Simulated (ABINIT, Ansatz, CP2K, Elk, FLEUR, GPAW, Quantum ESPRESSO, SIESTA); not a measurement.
Code comparison for MgCd2 (P1, 6 atoms in the cell)

Self-consistent single point, at a second geometry (atoms moved at random). First geometry:

```yaml
crystal:
  lattice:
    - [5.84365, -1.54269, 0.00000]
    - [5.84365, 1.54269, 0.00000]
    - [-2.17098, 0.00000, 7.03542]
  atoms:
    - { symbol: Mg, position: [0.47363, 0.47363, 0.19795] }
    - { symbol: Mg, position: [0.52637, 0.52637, 0.80205] }
    - { symbol: Cd, position: [0.19157, 0.19157, 0.13775] }
    - { symbol: Cd, position: [0.80843, 0.80843, 0.86225] }
    - { symbol: Cd, position: [0.86199, 0.86199, 0.46981] }
    - { symbol: Cd, position: [0.13801, 0.13801, 0.53019] }
```

Second geometry:
```
MgCd2
1.0
    5.84365    -1.54269     0.00000
    5.84365     1.54269     0.00000
   -2.17098     0.00000     7.03542
Mg Cd
2 4
Direct
  0.49358   0.45397   0.18874
  0.52623   0.50854   0.80315
  0.19040   0.19609   0.13248
  0.80741   0.82343   0.86916
  0.85071   0.87526   0.47325
  0.13167   0.14271   0.53322
```

Shared settings, as Ansatz (a program for electronic structure) writes them: kpoints.mp_grid.grid = 5 5 3; scf.occupations.method = fermi_dirac; scf.occupations.width = 0.1 eV. Potentials and cutoffs stand in the table.

```tsv
code	model	ΔF from the first geometry (meV/atom)	pressure (GPa)	largest force (eV/Å)	cutoff
SIESTA	LDA PW92, numerical atomic orbitals TZP, PseudoDojo LDA standard norm-conserving potentials (rewritten from UPF to PSML)	19.6	-3.60	0.833	grid 350 Ry
Quantum ESPRESSO	LDA (PZ), GBRV 1.5 ultrasoft (LDA) pseudopotentials	11.2	-3.95	0.445	40 Ry
Elk	LDA (PW92), all-electron FP-LAPW, Elk's shipped species files, default APW+lo basis	11.8	–	–	rgkmax 7
GPAW	LDA (Perdew-Wang 92), GPAW PAW datasets LDA (gpaw-data 1.0.1)	11.6	-3.99	0.461	800 eV
FLEUR	LDA (Vosko-Wilk-Nusair), all-electron FLAPW (FLEUR), scalar-relativistic valence	11.5	–	–	Kmax 3.8 1/bohr
CP2K	LDA (Pade form), GPW, DZVP-MOLOPT-SR-GTH basis, GTH-PADE potentials (GTH_POTENTIALS)	12.7	-2.40	0.538	grid 1000 Ry
ABINIT	LDA (PW92), PAW (JTH v2.0 LDA PAW)	11.4	-3.84	0.455	20 Ha
Ansatz	LDA (PW92), PAW files made with PBE	11.4	-3.72	0.453	default
```

Size of the force on each atom (eV/Å): Sizes of forces hide their directions.

```json
[
 {"code": "SIESTA", "Mg1": "0.551", "Mg2": "0.598", "Cd3": "0.297", "Cd4": "0.833", "Cd5": "0.459", "Cd6": "0.332"},
 {"code": "Quantum ESPRESSO", "Mg1": "0.421", "Mg2": "0.402", "Cd3": "0.124", "Cd4": "0.445", "Cd5": "0.225", "Cd6": "0.104"},
 {"code": "GPAW", "Mg1": "0.419", "Mg2": "0.401", "Cd3": "0.128", "Cd4": "0.461", "Cd5": "0.236", "Cd6": "0.121"},
 {"code": "CP2K", "Mg1": "0.400", "Mg2": "0.370", "Cd3": "0.142", "Cd4": "0.538", "Cd5": "0.271", "Cd6": "0.136"},
 {"code": "ABINIT", "Mg1": "0.422", "Mg2": "0.402", "Cd3": "0.127", "Cd4": "0.455", "Cd5": "0.231", "Cd6": "0.111"},
 {"code": "Ansatz", "Mg1": "0.419", "Mg2": "0.402", "Cd3": "0.127", "Cd4": "0.453", "Cd5": "0.229", "Cd6": "0.110"}
]
```

A dash marks a value that a program does not give, or that is left out as unsure.

The spread over the programs that give each value: ΔF from the first geometry within 8.4 meV/atom; pressure within 1.59 GPa; largest force within 0.388 eV/Å.

SIESTA and CP2K use small atom-centred bases, whose incompleteness enters pressures, forces and empty levels differently from a plane-wave cutoff. Elk and FLEUR treat all electrons, but the usual bases taken here (sphere radii, linearisation, local orbitals, empty states) were not tested for convergence, so the values are no reference for the others. Ansatz's pressure is given at a fixed set of plane waves, as the other plane-wave codes print theirs. The same LDA comes in different parametrisations, which differ slightly. In the pressure, CP2K (by 1.50) lies more than 1 GPa from the median of the plane-wave programs. In the force vectors, SIESTA (by 0.381) and CP2K (by 0.114) lie more than 0.08 eV/Å from the median of the plane-wave programs.

The shared mesh is coarse (it stands for a supercell whose shortest vector is 15 Å), so the values are not converged in it.

The starting cell comes from a database of computed structures (which also holds hypothetical and non-ambient phases and stackings), without a prior relaxation at this level. For this run, on top of that: atoms moved at random.

Keys are those of Ansatz 0.2.
